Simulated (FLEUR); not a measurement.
**Refining one setting for MoS2 (R-3m, 3 atoms in the cell)**

```xyz
3
Lattice="1.5949 0.9208 6.3253 -1.5949 0.9208 6.3253 0.0000 -1.8416 6.3253" Properties=species:S:1:pos:R:3 pbc="T T T"
Mo     0.0000     0.0000     0.0000
S      0.0000     0.0000     4.7222
S      0.0000     0.0000    14.2538
```

Method: PBEsol, all-electron FLAPW (FLEUR), scalar-relativistic valence.

The starting cell comes from a database of computed structures (which also holds hypothetical and non-ambient phases and stackings), without a prior relaxation at this level. Spin polarisation is off. Values depend on the basis (sphere radii, cutoffs, local orbitals), which need not be converged.

Held fixed: Kmax = 3.9 1/bohr; xcFunctional = PBEs; jspins = 1; l_soc = F; mode = hist; fermiSmearingEnergy = 0.00367493 Htr; mesh (inpgen div1-3) = 7 7 7; inpgen gamma flag = false; numbands = 0; maxIterBroyd = 99; imix = Anderson; alpha = 0.05; precondParam = 0; minDistance = 1e-05 me/bohr^3; ctail = T; kcrel = 0; coretail_lmax = 0; theta = 0. Moved along with it: GmaxXC.

ΔF is the free energy per atom less that of the last row (15.6 1/bohr).

```tsv
Gmax	ΔF (meV/atom)	iterations
7.8 1/bohr	13.3	19
8.7 1/bohr	1.58	17
9.6 1/bohr	-3.4	17
11 1/bohr	0.78	19
12.3 1/bohr	-0.03	19
13.5 1/bohr	-0.22	19
15.6 1/bohr	0.00	19
```

Energy within 10 meV/atom of the last row: from Gmax = 8.7 1/bohr on; the one before it is off by 13 meV/atom.
